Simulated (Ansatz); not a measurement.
The starting structures come from a database of crystals and need not be the phases stable at ambient conditions.

By PBEsol, the system below comes out a metal.

A figure of merit of an interconnect metal is its ballistic conductance per area.

Given:

```xyz
8
Lattice="3.9951 0.0000 0.0000 0.0000 3.9951 0.0000 1.9975 -1.9975 8.3641" Properties=species:S:1:pos:R:3 pbc="T T T"
Zr     3.9951     0.0000     1.9871
Zr     1.9975     1.9975     6.3769
Al     0.0000     1.9975     0.0000
Al     1.9975     0.0000     0.0000
Al     3.9951     1.9975     4.1820
Al     1.9975     0.0000     4.1820
Al     3.9951     0.0000     6.2682
Al     1.9975     1.9975     2.0959
```

Space group of this cell: I4/mmm. The cell is strained (lengths along the current scaled by 0.97, ions clamped); by PBEsol its mean pressure is 2.4 GPa.

The current flows along the normal of the first two printed cell vectors, the (001) (indices of the unstrained crystal) plane of the conventional cell. No spin-orbit coupling; the value is a mean over 0.1 eV about the Fermi level.

Problem. Give the ballistic conductance per area that PBEsol (Ansatz, a quantum-chemistry and plane-wave program) yields.

Solution. 0.31 × 10¹⁵ S/m² for both spins.
